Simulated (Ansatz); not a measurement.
Hypothetical P6_3/mmc SnS2 under a change: pressure 0.9 GPa

The reference is SnS2 in the 2H-MoS2 type structure (space group P6_3/mmc, No. 194; a = 3.589 Å, c = 11.889 Å; a hypothetical phase, not in the database extracts checked; layered, stacked along the Cartesian z axis).

The change: cell and atoms relaxed at a pressure of 0.9 GPa.

Calculations: PBE-D3(BJ), PAW, 420 eV (Ansatz, a program for electronic structure; without spin-orbit coupling), earlier PAW set. k-mesh 15×15×4 (Γ-centred); smearing 0.05 eV (Fermi–Dirac).

- Volume per atom = 21.43 Å³ (base 22.10 Å³)
- Density = 4.72 g/cm³ (base 4.58 g/cm³)
- Lattice parameter a = 3.582 Å (base 3.589 Å)
- c/a ratio = 3.232 (base 3.313)
- Shortest interatomic distance = 2.622 Å (base 2.626 Å)
- Enthalpy H = E + PV relative to the base's energy = +0.12 eV/atom
- Band gap = zero (base zero)

Load acts through the strain it causes; cell and atoms are relaxed under it. Whether these cells are dynamically stable was not tested. The final runs are not spin-polarised. The zero or small gap of SnS2 can change with the level of theory.
